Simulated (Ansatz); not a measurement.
System: SiGe (model structure, I-4m2, No. 119, 10 atoms in the cell). Method: PBEsol (PAW; Ansatz, a program for electronic structure).

Numerical settings: plane-wave cutoff 520 eV, 12×12×12 k mesh, Fermi–Dirac smearing 0.01 eV, scalar-relativistic PAW data made under PBE.

Cell (relaxed at this level):

GeSi is modelled in the tetragonal space group I-4m2 (No. 119), Pearson symbol tI20. Lattice parameters: a = b = 3.921 Å, c = 27.750 Å, α = β = γ = 90.00°. Si1 on 4e is surrounded by 2 Si at 2.370 Å and 2 Ge at 2.400 Å (tetrahedral). Si2 on 4f sees 4 Si at 2.370–2.373 Å (tetrahedral). Si3 on 2b is coordinated by 4 Si at 2.373 Å (tetrahedral). Ge1 on 4f is surrounded by 2 Si at 2.400 Å and 2 Ge at 2.436 Å (tetrahedral). Ge2 on 4e is surrounded by 4 Ge at 2.433–2.436 Å (tetrahedral). Ge3 on 2d has 4 Ge at 2.433 Å (tetrahedral). (Neighbours: up to the widest gap in distance over summed covalent radii, below 1.35, at either atom.)
(The calculation used a cell of 10 atoms; values per cell refer to that cell.)

Problem. Give the computed band gap.

Solution. 
* **band gap**: 0.23 eV (on the SCF k mesh)

Note: the relaxation could raise the start's symmetry but not lower it, so the cell can be a saddle point.

Spin–orbit coupling is not included.

The computed numbers hold no vibrational or temperature effects.

A model structure was made by putting elements into a prototype or built by hand; it is no filed structure, need not be a known phase, and can be a saddle point held by its symmetry.
